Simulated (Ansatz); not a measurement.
# Short convergence ladders for a (111) slab of CoSi2 (cut from a parent of space group no. 225; 9 atoms in the cell)

```
CELL_PARAMETERS angstrom
      3.77872     0.00000     0.00000
      1.88936     3.27247     0.00000
      0.00000     0.00000    21.71330
ATOMIC_POSITIONS crystal
  Co 0.00000 0.00000 0.35790
  Co 0.33333 0.33333 0.50000
  Co 0.66667 0.66667 0.64209
  Si 0.66667 0.66667 0.32238
  Si 0.33333 0.33333 0.39343
  Si 0.00000 0.00000 0.46448
  Si 0.66667 0.66667 0.53552
  Si 0.33333 0.33333 0.60657
  Si 0.00000 0.00000 0.67762
```

Base method: PBEsol, PAW files made with PBE (plane waves; Ansatz, an electronic-structure program).

Base settings: basis.ecutwfc = 420 eV; kpoints.mp_grid.grid = 9 9 1; hamiltonian.xc = pbesol; hamiltonian.pseudopotentials = {kind: paw} (the program's default PAW files); scf.occupations.method = fermi_dirac; scf.occupations.width = 0.1 eV.

The count of work is k-points × plane waves × bands × iterations; it is no time. 

**The vacuum**

The mesh stays at the base's, so the ladder's end is converged at best in this setting alone.

Only quantities that move along the ladder and can be compared are tabulated.

| vacuum between outermost atoms (Å) | free energy less the last step's (meV/atom) | largest difference of a force vector from the last step's (eV/Å) | count of work / last |
|---|---|---|---|
| 3.0 | -49.57 | 0.351 | 0.26 |
| 4.0 | -6.08 | 0.109 | 0.26 |
| 5.0 | 0.41 | 0.033 | 0.28 |
| 6.0 | 0.51 | 0.015 | 0.34 |
| 7.0 | 0.22 | 0.005 | 0.33 |
| 8.0 | 0.08 | 0.002 | 0.35 |
| 10.0 | 0.01 | 0.000 | 0.43 |
| 12.0 | 0.00 | 0.000 | 0.44 |
| 14.0 | 0.00 | 0.000 | 0.53 |
| 17.0 | 0.00 | 0.000 | 0.66 |
| 20.0 | 0.00 | 0.000 | 0.62 |
| 25.0 | 0.00 | 0.000 | 0.80 |
| 30.0 | 0.00 | 0.000 | 1.0 |

Smallest vacuum between outermost atoms (Å) that holds the free energy within 2 meV/atom of the last step, with all finer ones: 5.0, at 0.28 of the last step's count of work; the step before is off by 6.1 meV/atom.

Smallest vacuum between outermost atoms (Å) that holds the forces within 0.01 eV/Å of the last step, with all finer ones: 7.0, at 0.33 of the last step's count of work; the step before is off by 0.015 eV/Å.

**The plane-wave cutoff**

The mesh stays at the base's, so the ladder's end is converged at best in this setting alone.

Only quantities that move along the ladder and can be compared are tabulated.

```csv
basis.ecutwfc,free energy less the last step's (meV/atom),largest difference of a force vector from the last step's (eV/Å),count of work / last
210 eV,2726.83,0.393,0.14
250 eV,647.62,0.048,0.17
295 eV,96.28,0.056,0.22
355 eV,5.47,0.004,0.30
420 eV,1.21,0.001,0.39
505 eV,0.51,0.000,0.50
630 eV,0.17,0.000,0.71
840 eV,0.00,0.000,1.0
```

Coarsest basis.ecutwfc that holds the free energy within 1 meV/atom of the last step, with all finer ones: 505 eV; the step before is off by 1.2 meV/atom.

Coarsest basis.ecutwfc that holds the forces within 0.02 eV/Å of the last step, with all finer ones: 355 eV, at 0.30 of the last step's count of work; the step before is off by 0.056 eV/Å.

On the base run: the starting cell has typed, rounded lattice constants, without a prior relaxation at this level. The slab is cut from that crystal, and its faces are unrelaxed. Its lattice was rescaled by up to half a per cent. Spin polarisation is off.

Keys are those of Ansatz 0.2.
